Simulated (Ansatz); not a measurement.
Start from BP in the zinc blende structure (space group F-43m, No. 216).

```
CELL_PARAMETERS angstrom
      0.00000     2.27418     2.27418
      2.27418     0.00000     2.27418
      2.27418     2.27418     0.00000
ATOMIC_POSITIONS crystal
  B  0.00000 0.00000 0.00000
  P  0.25000 0.25000 0.25000
```

All numbers come from DFT with PBE, PAW potentials and a 420 eV plane-wave cutoff in Ansatz (an electronic-structure program), scalar-relativistic without spin-orbit coupling.

Base values:

* **Width of the top valence band**: 5.43 eV
* **Hole mass**: 0.26, 0.26, 0.33 mₑ (at Γ)
* **Pressure**: 0.1 kbar

Perturbation: every lattice vector is stretched by 0.50 %, atoms relaxed at fixed cell.

Problem. How does this affect the width of the top valence band, hole mass and pressure?

Solution. The width of the top valence band shrinks by 0.09 eV (5.43 eV → 5.34 eV); the hole mass (degenerate bands, along [100]) stays 0.26, 0.26, 0.33 mₑ (at Γ); the pressure drops by 23.6 kbar (0.1 kbar → -23.5 kbar).

The levels and masses belong to the bands next to the band gap. The cells carry an imposed strain or load. Effective masses come from finite differences of ±0.01 Å⁻¹. No phonon test of stability was made.
